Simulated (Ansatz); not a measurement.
```xyz
6
Lattice="5.1802 0.0000 0.0000 -2.5901 4.4862 0.0000 0.0000 0.0000 2.8947" Properties=species:S:1:pos:R:3 pbc="T T T"
Ta     0.0000     0.0000     0.0000
Ta     0.0000     2.9908     1.4473
Ta     2.5901     1.4954     1.4473
N      2.0374     0.0000     0.0000
N      1.5714     2.7218     0.0000
N     -1.0187     1.7645     0.0000
```

All values below come from PBEsol, DFPT electron-phonon coupling, linearised Boltzmann equation (plane waves, PAW, scalar-relativistic; Ansatz, a first-principles code). Cell: relaxed with this functional, without spin-orbit coupling.

Task: What phonon-limited resistivity does this give at 300 K?

Result: 10.9 (x), 10.9 (y), 11.3 (z) μΩ·cm.

Task: How long is the mean free path there?

Result: 32 (x), 32 (y), 36 (z) nm, weighted by the current that each state carries. Wires not much wider than this gain resistivity from their walls.

A metal at this level (no band gap). Only scattering by harmonic phonons is included (no impurities, grain boundaries, electron-electron scattering or thermal expansion). Spin-orbit coupling is left out, which matters with elements this heavy. Halving the electron mesh (20x20x28) moves the resistivity by up to 11 % at 300 K, the mean free path by up to 9 %. Smearing 0.20 eV; phonons on a 3x3x5 q mesh, which this run doesn't test.
